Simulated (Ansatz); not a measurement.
## Functionals side by side, with their cost (level): MgTeO₄ (P2/c, 12 atoms in the cell)

Cell: a = 4.7353 Å, b = 5.6371 Å, c = 5.0766 Å, α = 90.00°, β = 93.12°, γ = 90.00°.

Program: Ansatz (a first-principles code), default PAW files; each row names its functional.

Base settings: basis.ecutwfc = 420 eV; kpoints.mp_grid.grid = 3 2 2; hamiltonian.xc = hse06; hamiltonian.pseudopotentials = {kind: paw}, with the files named one by one; scf.occupations.method = fixed.

Differences are taken from HSE06, a reference of convenience: it is no measurement, and no ranking of the functionals follows. Where a row names another cutoff or potentials, its difference holds that change too.

Core times come from one kind of shared machine and are given to one figure; runs under 30 s give none.

The starting cell comes from a database of computed structures (which also holds hypothetical and non-ambient phases and stackings), without a prior relaxation at this level. Its lattice was rescaled by a random factor within 2.5 % of one. Spin-orbit coupling is off. In the base run, with a pressure of about -6 GPa the cell is away from its equilibrium volume at this level. Ansatz's pressure includes its estimate of the finite-basis (Pulay) stress.

```tsv
level	gap on the mesh less reference (eV)	pressure less reference (GPa)	largest difference in the force on any atom (eV/Å)	core time / reference (rough)
PBEsol (hamiltonian.pseudopotentials: {kind: paw}, with the files named one by one → {kind: paw} (the program's default PAW files))	-1.744	4.21	0.622	–
PBE0	0.753	-0.08	0.014	1.0
HSE06	0.000	0.00	0.000	1
```

Keys are those of Ansatz 0.2.
